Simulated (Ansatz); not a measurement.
Consider the following.

```
AlAs
1.0
    0.00000     2.75308     2.75308
    2.75308     0.00000     2.75308
    2.75308     2.75308     0.00000
As Al
1 1
Cartesian
  1.37654   1.37654   1.37654
  0.00000   0.00000   0.00000
```

No spin polarisation.

All numbers come from PBEsol (Ansatz, an electronic-structure program, PAW, no spin-orbit coupling). k-mesh 10×10×10 (Γ-centred); smearing 0.05 eV (Fermi–Dirac).

Task: Estimate the pressure.

Result: 7.90 GPa.

Task: What is the computed hole mass (degenerate bands, along [100])?

Result: 0.14, 0.45, 0.45 mₑ (at Γ).

The levels and masses belong to the bands next to the band gap. The cells carry an imposed strain or load. Effective masses come from finite differences of ±0.01 Å⁻¹. No phonon test of stability was made. The cell was made from AlAs in the zinc blende structure (space group F-43m, No. 216) by this change: isotropic strain −2.97 %.
